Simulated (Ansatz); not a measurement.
**Carrier properties of SiS2 (Ibam)**

```
CELL_PARAMETERS angstrom
     -2.72283     4.42879     2.74393
      2.72283    -4.42879     2.74393
      2.72283     4.42879    -2.74393
ATOMIC_POSITIONS crystal
  Si 0.75000 0.75000 0.00000
  Si 0.25000 0.25000 0.00000
  S  0.87470 0.77990 0.65460
  S  0.12530 0.22010 0.34540
  S  0.62530 0.27990 0.90520
  S  0.37470 0.72010 0.09480
```

Level of theory: PBEsol+D3BJ, rigid bands (plane waves, PAW, scalar-relativistic; Ansatz, an electronic-structure program). How the cell was made: cell and atoms relaxed with PBEsol+d3bj.

| Item | Value |
|---|---|
| band gap | 2.40 eV |
| electron conductivity mass (300 K, dilute) | 0.64 (x), 0.58 (y), 2.4 (z) mₑ |
| hole conductivity mass (300 K, dilute) | 1.01 (x), 3.0 (y), 1.39 (z) mₑ |
| effective density of states N_c (300 K) | 2.7e19 cm⁻³ |
| effective density of states N_v (300 K) | 9.1e19 cm⁻³ |
| density-of-states mass, electrons | 1.04 mₑ |
| density-of-states mass, holes | 2.4 mₑ |
| Seebeck coefficient, n-type 1e19 cm⁻³, 300 K | -300 μV/K |
| best n-type power factor at 300 K for τ = 10 fs (best axis; densities from 1e16 to 1e21 cm⁻³ tried, whether or not they can be reached) | 6.2 μW/(cm·K²) at 1e20 cm⁻³ |
| Seebeck coefficient, p-type 1e19 cm⁻³, 300 K | 400 μV/K |
| best p-type power factor at 300 K for τ = 10 fs (best axis; densities from 1e16 to 1e21 cm⁻³ tried, whether or not they can be reached) | 15.7 μW/(cm·K²) at 3e20 cm⁻³ |

Rigid bands; masses and Seebeck coefficients take one relaxation time τ for all states and one kind of carrier; polarons and phonon drag are left out. Spin-orbit coupling is left out; where it splits the top of the valence band, N_v and the p-type Seebeck coefficient come out somewhat high without it. Geometry: cell and atoms relaxed with PBEsol+D3(BJ).

Formula and space group known from diffraction (Crystallography Open Database), not checked to be the room-temperature form: SiS2 (Ibam).
